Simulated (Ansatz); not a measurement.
## What isotropic strain −3.00 % does to Au

Base system: Au in the fcc (Cu type) structure (space group Fm-3m, No. 225; a = 4.125 Å; relaxed with 0.1 eV smearing).

It is then changed as follows: an isotropic linear strain of −3.00 %; the atoms relax in the strained cell.

All numbers come from r2SCAN (Ansatz, a quantum-chemistry and plane-wave program; PAW; 500 eV plane waves; without spin-orbit coupling). Settings: 27×27×27 k-points, 0.1 eV Fermi–Dirac smearing.

The volume per atom falls by 1.53 Å³ (17.54 Å³ → 16.01 Å³) and the space group remains Fm-3m (No. 225). The energy increases by 79 meV/atom and the pressure goes from zero to 18.4 GPa. The band gap remains zero.

Stability against distortions was not tested.
